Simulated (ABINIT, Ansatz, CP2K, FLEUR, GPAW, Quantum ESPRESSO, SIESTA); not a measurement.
# Ga (Cmce, 4 atoms in the cell) computed with different codes at matched settings

Self-consistent single point, at a second geometry (lattice scaled by 0.98). First geometry:

```yaml
crystal:
  lattice:
    - [2.19253, -3.75872, 0.00000]
    - [2.19253, 3.75872, 0.00000]
    - [0.00000, 0.00000, 4.50721]
  atoms:
    - { symbol: Ga, position: [0.65570, 0.34430, 0.41540] }
    - { symbol: Ga, position: [0.34430, 0.65570, 0.58460] }
    - { symbol: Ga, position: [0.84430, 0.15570, 0.91540] }
    - { symbol: Ga, position: [0.15570, 0.84430, 0.08460] }
```

Shared settings, as Ansatz (an electronic-structure program) writes them: kpoints.mp_grid.grid = 7 7 6; scf.occupations.method = gaussian; scf.occupations.width = 0.272 eV. Potentials and cutoffs stand in the table.

```csv
code,model,ΔF from the first geometry (meV/atom),pressure (GPa),largest force (eV/Å),cutoff
FLEUR,"PBE, all-electron FLAPW (FLEUR), scalar-relativistic valence",–,–,0.047,Kmax 3.6 1/bohr
Quantum ESPRESSO,"PBE, PseudoDojo standard norm-conserving (PBE) pseudopotentials",55.4,10.92,0.052,80 Ry
GPAW,"PBE, GPAW PAW datasets PBE (gpaw-data 1.0.1)",62.5,12.21,0.109,550 eV
Ansatz,"PBE, PAW files",54.2,10.72,0.058,default
ABINIT,"PBE, PAW (JTH v2.0 PBE PAW)",54.8,10.86,0.060,20 Ha
CP2K,"PBE, GPW, DZVP-MOLOPT-SR-GTH basis, GTH-PBE potentials (GTH_POTENTIALS)",56.5,11.16,0.065,grid 600 Ry
SIESTA,"GGA PBE, numerical atomic orbitals DZP, PseudoDojo PBE standard norm-conserving potentials (rewritten from UPF to PSML)",59.9,11.81,0.312,grid 400 Ry
```

A dash marks a value that a program does not give, or that is left out as unsure.

The spread over the programs that give each value: ΔF from the first geometry within 8.3 meV/atom; pressure within 1.49 GPa; largest force within 0.265 eV/Å.

CP2K and SIESTA use small atom-centred bases, whose incompleteness enters pressures, forces and empty levels differently from a plane-wave cutoff. FLEUR treats all electrons, but the usual bases taken here (sphere radii, linearisation, local orbitals, empty states) were not tested for convergence, so the values are no reference for the others. Ansatz's pressure is given at a fixed set of plane waves, as the other plane-wave codes print theirs; with its correction for the finite basis it is 10.78 GPa. In the pressure, GPAW (by 1.32) lies more than 1 GPa from the median of the plane-wave programs. In the force vectors, SIESTA (by 0.253) lies more than 0.08 eV/Å from the median of the plane-wave programs.

The starting cell comes from a database of computed structures (which also holds hypothetical and non-ambient phases and stackings), without a prior relaxation at this level. Its lattice was rescaled by a random factor within 2.5 % of one. For this run, on top of that: lattice scaled by 0.98.

Left out of this page: Elk (not drawn, or without a comparable value).

Keys are those of Ansatz 0.2.
